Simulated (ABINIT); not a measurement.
ABINIT run on TiPt3 (Pm-3m, 4 atoms in the cell): self-consistent single point.

Method of the run: PBE, norm-conserving pseudopotentials (PseudoDojo nc-sr-05 PBE standard) (plane waves; ABINIT).

The change in words: lattice scaled by 0.98. Reference geometry:
```
TiPt3
1.0
    3.92453     0.00000     0.00000
    0.00000     3.92453     0.00000
    0.00000     0.00000     3.92453
Ti Pt
1 3
Cartesian
  0.00000   0.00000   0.00000
  1.96226   1.96226   0.00000
  0.00000   1.96226   1.96226
  1.96226   0.00000   1.96226
```

Reference input (self-consistent single point, DFT, PBE, plane waves, norm-conserving pseudopotentials (PseudoDojo nc-sr-05 PBE standard)): pseudos = [Ti.upf, Pt.upf]; ecut = 84 Ry; occopt = 7; tsmear = 0.00367493 Ha; ngkpt = 6 6 6; nshiftk = 1; shiftk = 0 0 0; potentials = PseudoDojo nc-sr-05 PBE standard; nband = 42; kptopt = 1; nstep = 50; tolvrs = 1e-10. This run's input differs from it in these lines:

```diff
@@ -5,5 +5,5 @@
 rprim
-         3.9245300000    0.0000000000    0.0000000000
-         0.0000000000    3.9245300000    0.0000000000
-         0.0000000000    0.0000000000    3.9245300000
+         3.8460390000    0.0000000000    0.0000000000
+         0.0000000000    3.8460390000    0.0000000000
+         0.0000000000    0.0000000000    3.8460390000
 natom 4
@@ -14,5 +14,5 @@
          0.0000000000    0.0000000000    0.0000000000
-         3.7081434339    3.7081434339    0.0000000000
-         0.0000000000    3.7081434339    3.7081434339
-         3.7081434339    0.0000000000    3.7081434339
+         3.6339801873    3.6339801873    0.0000000000
+         0.0000000000    3.6339801873    3.6339801873
+         3.6339801873    0.0000000000    3.6339801873
 ecut 84 Ry
```

The program printed (abridged):

```
--- !BeginCycle
solver: {iscf: 7, nstep: 50, nline: 4, wfoptalg: 0, }
tolerances: {tolvrs: 1.00E-10, }
...

     iter   Etot(hartree)      deltaE(h)  residm     vres2
 ETOT  1  -450.56040998562    -4.506E+02 2.947E-01 2.380E+03
 ETOT  2  -449.99015909237     5.703E-01 5.399E-02 8.802E+03
 ETOT  3  -451.19413955994    -1.204E+00 2.537E-02 3.565E+02
 ETOT  4  -451.24238306268    -4.824E-02 1.977E-02 3.674E+01
 ETOT  5  -451.24434091042    -1.958E-03 2.595E-02 2.547E+01
   [... 3 lines left out ...]
 ETOT  9  -451.24817128731    -1.413E-08 6.346E-04 4.740E-06
 ETOT 10  -451.24817128797    -6.664E-10 4.133E-04 5.187E-07
 ETOT 11  -451.24817128805    -7.310E-11 8.855E-05 1.329E-09
 ETOT 12  -451.24817128805    -6.310E-12 2.555E-04 2.603E-11
 At SCF step   12       vres2   =  2.60E-11 < tolvrs=  1.00E-10 =>converged.

 Cartesian components of stress tensor (hartree/bohr^3)
  sigma(1 1)= -7.47532132E-04  sigma(3 2)=  0.00000000E+00
  sigma(2 2)= -7.47532132E-04  sigma(3 1)=  0.00000000E+00
  sigma(3 3)= -7.47532132E-04  sigma(2 1)=  0.00000000E+00

 ----iterations are completed or convergence reached----

 reduced coordinates (array xred) for    4 atoms
       0.000000000000      0.000000000000      0.000000000000
       0.500000000000      0.500000000000      0.000000000000
       0.000000000000      0.500000000000      0.500000000000
       0.500000000000      0.000000000000      0.500000000000
 cartesian forces (eV/Angstrom) at end:
    1     -0.00000000000000    -0.00000000000000    -0.00000000000000
   [... lines left out ...]
 Fermi (or HOMO) energy (eV) =  17.28408   Average Vxc (eV)= -14.38080
   [... lines left out ...]
total_energy        : -4.51248171288052E+02
total_energy_eV     : -1.22790872050422E+04
band_energy         : -3.29279471087368E+01
...

-Cartesian components of stress tensor (GPa)         [Pressure=  2.1993E+01 GPa]
- sigma(1 1)= -2.19931509E+01  sigma(3 2)=  0.00000000E+00
- sigma(2 2)= -2.19931509E+01  sigma(3 1)=  0.00000000E+00
- sigma(3 3)= -2.19931509E+01  sigma(2 1)=  0.00000000E+00

 Calculation completed.
```

The run converged in 12 iterations. Against the reference run the free energy rises by 69.2 meV/atom and the pressure goes from 3.94 to 21.99 GPa.

The starting cell comes from a database of computed structures (which also holds hypothetical and non-ambient phases and stackings), without a prior relaxation at this level. For this run, on top of that: lattice scaled by 0.98. Spin polarisation is off. With a pressure of about 22 GPa the cell is away from its equilibrium volume at this level.

Cost on one core of a shared machine: roughly 2 min.
